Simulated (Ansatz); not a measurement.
**bcc V (1 1 1) on zinc-blende InP (1 1 1) (film strained to the substrate, started from cuts of the bulks and a machine-learned relaxation; slabs In4P4 and V12, which can lie off the formulas)**

A periodic stack without vacuum, bcc V (1 1 1) on zinc-blende InP (1 1 1) (film strained to the substrate, started from cuts of the bulks and a machine-learned relaxation; slabs In4P4 and V12, which can lie off the formulas): substrate slab In4P4, film V12, surface cells [[0, 1], [-1, 0]] and [[1, -1], [0, 1]], film strained by -0.6 and -0.6 %, outermost planes In/P and V/V as cut, which need not be the usual terminations and can put a slab off its formula.

The start was prepared with a machine-learned potential, and the result is one local minimum, with the in-plane cell held and forces under 0.04 eV/Å; the film can end far from its bulk form.

All values below come from PBE (plane waves to 420 eV, PAW; Ansatz, a quantum-chemistry and plane-wave program). Scalar-relativistic, without spin–orbit coupling; the runs are not spin-polarised; PBE gaps are too small against experiment. Its k-point mesh 9×9×1, Fermi–Dirac width 0.05 eV.

```
Property                                                                                                                Result
-------------------------------------------------------------------------------  ---------------------------------------------
interface area                                                                                                         15.4 Å²
period                                                                                                                 23.77 Å
heights between the nearest atoms of the two slabs at the two interfaces                                       0.36 and 1.76 Å
In–V contacts across the interfaces within 1.22 times the sum of covalent radii                                 8, mean 3.01 Å
P–V contacts across the interfaces within 1.22 times the sum of covalent radii                                  8, mean 2.56 Å
estimate of the barrier                                                          withheld, since the two interfaces are unlike
```

```yaml
crystal:
  lattice:
    - [4.20846, 0.00150, 0.22586]
    - [-2.10473, 3.64912, -0.13374]
    - [2.91742, 0.13736, 23.95775]
  atoms:
    - { symbol: In, position: [0.36098, 0.13795, 0.03332] }
    - { symbol: In, position: [0.54651, 0.80552, 0.18062] }
    - { symbol: In, position: [0.73534, 0.47269, 0.32527] }
    - { symbol: In, position: [0.92398, 0.13963, 0.47004] }
    - { symbol: P, position: [0.65614, 0.80448, 0.07152] }
    - { symbol: P, position: [0.84425, 0.47220, 0.21625] }
    - { symbol: P, position: [0.03256, 0.13940, 0.36140] }
    - { symbol: P, position: [0.18645, 0.80559, 0.54056] }
    - { symbol: V, position: [0.80381, 0.13889, 0.58985] }
    - { symbol: V, position: [0.50459, 0.47219, 0.55556] }
    - { symbol: V, position: [0.39305, 0.47206, 0.66732] }
    - { symbol: V, position: [0.08927, 0.80548, 0.63753] }
    - { symbol: V, position: [0.98492, 0.80556, 0.74230] }
    - { symbol: V, position: [0.69018, 0.13885, 0.70357] }
    - { symbol: V, position: [0.58123, 0.13847, 0.81270] }
    - { symbol: V, position: [0.28242, 0.47221, 0.77810] }
    - { symbol: V, position: [0.17136, 0.47189, 0.88956] }
    - { symbol: V, position: [0.87501, 0.80519, 0.85241] }
    - { symbol: V, position: [0.76826, 0.80477, 0.95928] }
    - { symbol: V, position: [0.47557, 0.13825, 0.91861] }
```
